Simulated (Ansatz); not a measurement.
Data:

Host crystal: tetragonal HfO2, with a band gap (PBE, scalar-relativistic without spin-orbit coupling).

End structure of OH on the 1x1 (101) surface of tetragonal HfO2 (a metastable polymorph) (cut with top plane O), one in a 2x1 cell, started at the site 'bridge O-O (span 4.0 Å)':

```
CELL_PARAMETERS angstrom
      7.20873     0.00000     0.00000
      0.00000     6.37980     0.00000
      0.00000     0.00000    27.00000
ATOMIC_POSITIONS crystal
  O  0.25000 0.49823 0.35994
  O  0.75000 0.49823 0.35994
  O  0.00000 0.06249 0.36635
  O  0.50000 0.06249 0.36635
  Hf 0.00000 0.67743 0.39515
  Hf 0.50000 0.67743 0.39515
  Hf 0.25000 0.20103 0.38953
  Hf 0.75000 0.20103 0.38953
  O  0.25000 0.82681 0.41413
  O  0.75000 0.82681 0.41413
  O  0.00000 0.39012 0.42622
  O  0.50000 0.39012 0.42622
  O  0.25000 0.16626 0.46739
  O  0.75000 0.16626 0.46739
  O  0.00000 0.72762 0.47620
  O  0.50000 0.72762 0.47620
  Hf 0.00761 0.36447 0.50235
  Hf 0.49878 0.35216 0.50232
  Hf 0.24917 0.86587 0.49947
  Hf 0.74946 0.87031 0.49587
  O  0.25535 0.50396 0.52004
  O  0.75224 0.49539 0.52431
  O  0.00681 0.07028 0.53245
  O  0.48923 0.05153 0.53341
  O  0.22060 0.81982 0.57771
  O  0.75627 0.84286 0.57242
  O  0.00963 0.41001 0.58886
  O  0.50196 0.39328 0.58490
  Hf 0.00619 0.04394 0.60865
  Hf 0.51258 0.02811 0.60988
  Hf 0.26776 0.53551 0.61117
  Hf 0.75072 0.54798 0.60465
  O  0.26018 0.15876 0.63293
  O  0.75104 0.18188 0.63193
  O  0.93104 0.76474 0.64714
  O  0.51161 0.72838 0.63752
  O  0.16836 0.56669 0.68200
  H  0.20227 0.68142 0.70380
```

Model: 38-atom slab, 7.6 Å thick at the start under the adsorbate (thin: gaps and levels are the slab's own), 3x3x1 mesh, Fermi-Dirac 0.01 eV, dipole correction, single point; no symmetry held, on the structure that PBE left; spin-polarised, ending with about 1.0 μB a cell; orders that need a larger cell were not tried, no spin-orbit, no U, no dispersion correction. The program's check for a lower electronic state was not made. At the end it is bonded to Hf. In PBE it is, or lies within 0.03 eV of, the lowest of the starts that converged; the order may differ at this level.

A negative adsorption energy means that the adsorbate is more stable on the surface than in its reference.

Q: Estimate the adsorption energy against H2O(g) − ½ H2(g) at the same level that r2SCAN, at the PBE geometry and the start's symmetry run with Ansatz (a program for electronic structure) returns for this input.

A: 1.08 eV

Q: Give the change of the step from the bottom to the top vacuum level, against the clean slab at the level r2SCAN, at the PBE geometry and the start's symmetry.

A: -0.17 eV
